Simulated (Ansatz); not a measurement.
## Hf under a change: uniaxial strain ε_zz = −1.00 %

The reference is Hf in the hcp (Mg type) structure (space group P6_3/mmc, No. 194; a = 3.1174 Å, c = 4.9501 Å; relaxed with 0.1 eV smearing). Axes: x lies along a and z along c of the hexagonal cell.

Perturbation: uniaxial strain ε_zz = −1.00 %, all other strain components held at zero, atoms relaxed at fixed cell.

The values are results of LDA (Ansatz, a first-principles code, PAW, no SOC), not measurements. k-mesh 21×21×12 (Γ-centred); smearing 0.1 eV (Fermi–Dirac).

The volume per atom falls by 0.21 Å³ (20.83 Å³ → 20.62 Å³) and the shortest interatomic distance falls by 2.0 pm, from 306.0 pm to 304.0 pm. The energy rises by 1.4 meV/atom and the pressure (mean of the normal stresses, compression positive) goes from zero to 1.3 GPa. The band gap stays zero and the stress (xx, yy, zz, yz, xz, xy; compression positive) amounts to (0.8, 0.8, 2.2, 0.0, 0.0, 0.0) GPa.

Cost of the whole job for the changed cell (relaxation, final SCF and bands): very roughly 40 core-seconds.

Stability against distortions was not tested. The final runs are not spin-polarised.
